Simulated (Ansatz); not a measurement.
Start from Ir in the fcc (Cu type) structure (space group Fm-3m, No. 225; a = 3.8311 Å; relaxed with 0.1 eV smearing). Axes: x, y, z lie along the cube axes.

The values are results of Ansatz (an electronic-structure program), PBEsol, PAW, cutoff 420 eV, spin-orbit coupling left out, not measurements.

Base values:

```
Item       Result
--------  -------
Pressure  0.0 GPa
```

Now apply this change: biaxial strain −1.50 %, plane normal [001], relaxed out of plane (Cartesian); in-plane vectors clamped, the third vector and the atoms free.

### Question
Estimate the effect on the pressure.

### Answer
The pressure (mean of the normal stresses, compression positive) goes from zero to 7.5 GPa.

### Question
What does the calculation give for the energy relative to the base after the change?

### Answer
The energy goes up by 14 meV/atom.

### Question
Predict the new ratio −ε⊥/ε∥.

### Answer
The ratio −ε⊥/ε∥ amounts to 0.81.

Stability against distortions was not tested. All final runs are without spin polarisation.
